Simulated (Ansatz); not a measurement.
Functionals compared on a constructed model of the (100) surface of fcc Rh, a pseudomorphic layer of Ru in the host's stacking (bottom of the slab: a bare face, its two planes held), in Ansatz (plane waves, PAW). The structure was relaxed with PBE; the other rows are single points on it. Cutoff 420 eV (500 eV for r2SCAN).

Set-up: 7 atoms, 11.9 Å thick at the start; mesh 14x14x1; 0.1 eV smearing; dipole correction on; 2 atoms held, the rest relaxed; symmetry of the start imposed; no spin, no spin-orbit, no U. It is one candidate, not shown to be the stable structure of the face. These notes are the PBE run's.

| functional | work function of the top face (eV) | rough cost of the single point |
|---|---|---|
| PBE | 5.06 | – |
| RPBE | 4.89 | around 28 core-seconds (rough) |
| r2SCAN | (withheld) | about 50 core-seconds (a rough figure) |

Task: Some entries are withheld; supply them.

Result: 
- r2SCAN, work function of the top face (eV): 5.09

Ansatz is a quantum-chemistry and plane-wave program.
